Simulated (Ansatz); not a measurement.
**Converging zone-centre phonons against the mesh: LiH (Fm-3m, 2 atoms in the cell)**

```
CELL_PARAMETERS angstrom
      0.00000     2.05020     2.05020
      2.05020     0.00000     2.05020
      2.05020     2.05020     0.00000
ATOMIC_POSITIONS crystal
  Li 0.00000 0.00000 0.00000
  H  0.50000 0.50000 0.50000
```

Method of the run: PBE (plane waves, PAW; Ansatz, a program for electronic structure).

Base settings: basis.ecutwfc = 420 eV; kpoints.mp_grid.grid = 10 10 10; hamiltonian.xc = pbe; hamiltonian.pseudopotentials = {kind: paw} (the program's default PAW files); scf.occupations.method = fermi_dirac; scf.occupations.width = 0.05 eV.

In this ladder: scf.occupations.method = fixed; scf.occupations.width = default; phonons.method = dfpt; phonons.dielectric = true; phonons.rigid_motions = translations.

Frequencies are those of the unrelaxed cell, without the LO-TO term of polar crystals.

Only quantities that move along the ladder and can be compared are tabulated.

The starting cell has typed, rounded lattice constants, without a prior relaxation at this level. Its lattice was rescaled by up to half a per cent.

| kpoints.mp_grid.grid | highest zone-centre frequency (cm⁻¹) |
|---|---|
| 4 4 4 | 478.8 |
| 5 5 5 | 516.7 |
| 6 6 6 | 511.9 |
| 7 7 7 | 514.8 |
| 9 9 9 | 515.0 |
| 11 11 11 | 515.0 |
| 13 13 13 | 515.1 |
| 16 16 16 | 515.1 |
| 20 20 20 | 515.1 |
| 25 25 25 | 515.1 |

Coarsest kpoints.mp_grid.grid that holds the highest zone-centre frequency within 2 cm⁻¹ of the last step, with all finer ones: 7 7 7; the step before is off by 3.2 cm⁻¹.

Keys are those of Ansatz 0.2.
